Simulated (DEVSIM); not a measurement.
Structure: abrupt GaAs n-p junction, at 250 K.

Layer 1 from the left is GaAs, thickness (μm) 2.20, Nd (cm⁻³) 3.5e16, τn (s) 3.3e-10, τp (s) 3.3e-10. Layer 2 from the left is GaAs, thickness (μm) 0.870, Na (cm⁻³) 4.2e16, τn (s) 3.3e-10, τp (s) 3.3e-10.

Left contact: ohmic. Right contact: ohmic. Voltage is applied to the left contact. Recombination: SRH at mid-gap, Auger. Mobility is μmin + (μ − μmin)/(1 + (N/Nref)^α).

The device is made up for the run: typed textbook-type constants, with dimensions and the other settings drawn at random. Values at 300 K; Nc and Nv go as T^1.5, mobilities as T to minus their exponent, the gap by Varshni's rule with the affinity fixed.

GaAs: gap (eV) 1.424, affinity (eV) 4.07, permittivity 12.9, Nc (cm⁻³) 4.7e17, Nv (cm⁻³) 9e18, μn (cm²/Vs) 8500, μp (cm²/Vs) 400, μn,min 500, μp,min 20, Nref,n 6e16, Nref,p 1.5e17, αn 0.39, αp 0.38, T exponent of μn 2.1, T exponent of μp 2.2, Cn (cm⁶/s) 1e-30, Cp (cm⁶/s) 1e-30, Varshni α (eV/K) 0.000541, Varshni β (K) 204.

Model (solved in DEVSIM): 1D drift-diffusion, Boltzmann statistics, complete ionisation; no tunnelling, impact ionisation, image-force lowering or self-heating.

What does the simulation give for the dark forward voltage at 1 A/cm², the dark forward voltage at 100 A/cm², the largest field in the device at zero bias?

dark forward voltage at 1 A/cm² 1.079 V; dark forward voltage at 100 A/cm² 1.185 V; largest field in the device at zero bias 82000 V/cm.
